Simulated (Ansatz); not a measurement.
Start from GaAs in the zinc blende structure (space group F-43m, No. 216; a = 5.659 Å).

Calculations: PBEsol (Ansatz, a program for electronic structure), spin-orbit coupling left out, earlier PAW set.

Its conduction minimum is a single valley at Γ with mass 0.025 mₑ.

It is then changed as follows: electron doping at 2.0×10^21 cm⁻³ (0.0906 per cell), with a uniform compensating background at fixed cell and a 300 K Fermi–Dirac width.

Problem. Where would a parabolic band put the Fermi level, and where does the calculation put it?

Solution. k_F = (3π²n)^(1/3) = 0.390 Å⁻¹, so ħ²k_F²/2m = 23 eV above the band edge at zero temperature. The calculation gives 1.05 eV (to 0.05 eV): the band is strongly non-parabolic or higher valleys fill at this density.

Carriers are added with a uniform compensating background; total energy and stress of such cells depend on the potential's zero and are not compared; many-body gap narrowing is missing at this level. The levels and masses belong to the bands next to the band gap. Effective masses come from finite differences of ±0.01 Å⁻¹. No phonon test of stability was made.
